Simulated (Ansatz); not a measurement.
**Several settings converged on a (111) slab of LaPt2 (cut from a parent of space group no. 227; 12 atoms in the cell)**

```
LaPt2
1.0
    5.50475     0.00000     0.00000
    2.75237     4.76725     0.00000
    0.00000     0.00000    21.30371
La Pt
4 8
Cartesian
  0.54196   0.31290   9.80910
  6.04672   3.49107   8.68550
  3.29434   1.90199  14.30371
  0.54196   0.31290  13.18009
  3.29434   1.90199   9.24730
  1.91815   1.10745   6.99999
  3.29434   3.49107   6.99999
  4.67053   1.10745   6.99999
  6.04672   3.49107  13.74189
  4.67053   2.69653  11.49461
  3.29434   0.31290  11.49461
  1.91815   2.69653  11.49461
```

Base method: LDA (PW92), default PAW files made with PBE (plane waves; Ansatz, a program for electronic structure).

Base settings: basis.ecutwfc = 420 eV; kpoints.mp_grid.grid = 4 4 1; hamiltonian.xc = lda; hamiltonian.pseudopotentials = {kind: paw} (the program's default PAW files); scf.occupations.method = fermi_dirac; scf.occupations.width = 0.1 eV.

The count of work is k-points × plane waves × bands × iterations; it is no time. Core times come from one kind of shared machine, to one figure; runs under 30 s give none.

**The vacuum**

The mesh stays at the base's, so the ladder's end is converged at best in this setting alone.

Only quantities that move along the ladder and can be compared are tabulated.

| vacuum between outermost atoms (Å) | free energy less the last step's (meV/atom) | largest difference of a force vector from the last step's (eV/Å) | count of work / last |
|---|---|---|---|
| 3.0 | -202.72 | 2.102 | 0.25 |
| 4.0 | -66.90 | 1.185 | 0.30 |
| 5.0 | -20.76 | 0.502 | 0.33 |
| 6.0 | -8.93 | 0.234 | 0.40 |
| 7.0 | -5.59 | 0.140 | 0.43 |
| 8.0 | -4.19 | 0.099 | 0.46 |
| 10.0 | -2.73 | 0.061 | 0.52 |
| 12.0 | -1.91 | 0.042 | 0.58 |
| 14.0 | -1.38 | 0.029 | 0.64 |
| 17.0 | -0.88 | 0.019 | 0.73 |
| 20.0 | -0.54 | 0.011 | 0.81 |
| 25.0 | -0.20 | 0.005 | 0.87 |
| 30.0 | 0.00 | 0.000 | 1.0 |

Smallest vacuum between outermost atoms (Å) that holds the free energy within 1 meV/atom of the last step, with all finer ones: 17.0; the step before is off by 1.4 meV/atom.

**The k-point mesh**

Only quantities that move along the ladder and can be compared are tabulated.

```csv
kpoints.mp_grid.grid,free energy less the last step's (meV/atom),largest difference of a force vector from the last step's (eV/Å),count of work / last,core time / last (rough)
2 2 1,-29.08,0.540,0.066,–
3 3 1,-17.01,0.154,0.090,–
4 4 1,-0.18,0.185,0.12,0.09
5 5 1,3.24,0.068,0.15,0.1
6 6 1,1.16,0.011,0.19,0.2
7 7 1,0.17,0.030,0.22,0.2
8 8 1,-0.36,0.017,0.27,0.2
10 10 1,-0.03,0.010,0.38,0.4
11 11 1,0.06,0.004,0.43,0.4
13 13 1,0.00,0.003,0.57,0.6
15 15 1,-0.02,0.001,0.73,0.7
18 18 1,0.00,0.000,1.0,1
```

Coarsest kpoints.mp_grid.grid that holds the free energy within 5 meV/atom of the last step, with all finer ones: 4 4 1, at 0.12 of the last step's count of work and about 0.09 of the last step's time; the step before is off by 17 meV/atom.

Coarsest kpoints.mp_grid.grid that holds the forces within 0.005 eV/Å of the last step, with all finer ones: 11 11 1, at 0.43 of the last step's count of work and about 0.4 of the last step's time; the step before is off by 0.010 eV/Å.

**The depth of the slab**

On a (111) slab of LaPt2 (cut from a parent of space group no. 227; 6 atoms in the cell), and deeper slabs.

Surface energy = (E_slab − N e_bulk)/2A, with e_bulk from the bulk crystal on its finest mesh (104 k-points); errors per atom of slab and bulk, whose meshes differ, grow with N. The bulk cell stands at -5.7 GPa at this level, so the slab is strained in the plane.

The mesh stays at the base's, so the ladder's end is converged at best in this setting alone.

Only quantities that move along the ladder and can be compared are tabulated.

```csv
atoms,unrelaxed surface energy (J/m²),count of work / last,core time / last (rough)
6,1.973,0.088,–
12,2.037,0.25,0.2
18,2.035,0.45,0.4
24,2.036,0.70,0.7
30,2.039,1.0,1
```

Smallest size that holds the unrelaxed surface energy within 0.01 J/m² of the last step, with all finer ones: 12, at 0.25 of the last step's count of work and about 0.2 of the last step's time; the step before is off by 0.066 J/m².

On the base run: the starting cell comes from a database of computed structures (which also holds hypothetical and non-ambient phases and stackings), without a prior relaxation at this level. The slab is cut from that crystal, and its faces are unrelaxed. Its lattice was rescaled by up to half a per cent. Spin polarisation is off. The two faces of this cut differ, and no dipole correction was used. In the base run, forces exceed 1 eV/Å.

Keys are those of Ansatz 0.2.
